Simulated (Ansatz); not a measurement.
Given:

End structure of a constructed model of the (100) surface of fcc Cu, a layer of Ti in place of the second plane (bottom of the slab: a bare face, its two planes held):

```
CELL_PARAMETERS angstrom
      2.56680     0.00000     0.00000
      0.00000     2.56680     0.00000
      0.00000     0.00000    25.50000
ATOMIC_POSITIONS crystal
  Cu 0.50000 0.50000 0.31547
  Cu 0.00000 0.00000 0.38665
  Cu 0.50000 0.50000 0.45779
  Cu 0.00000 0.00000 0.52954
  Ti 0.50000 0.50000 0.61086
  Cu 0.00000 0.00000 0.68922
```

Model: 6-atom slab, 9.4 Å thick at the start (thin: gaps and levels are the slab's own), 15x15x1 mesh, Fermi-Dirac 0.1 eV, dipole correction, 2 atoms held, the rest relaxed; start symmetry kept, larger cells not searched; no spin, no spin-orbit, no U. It is one candidate, not shown to be the stable structure of the face.

Give the work function of the top face at the level Ansatz (an electronic-structure program) with PBE.

3.96 eV
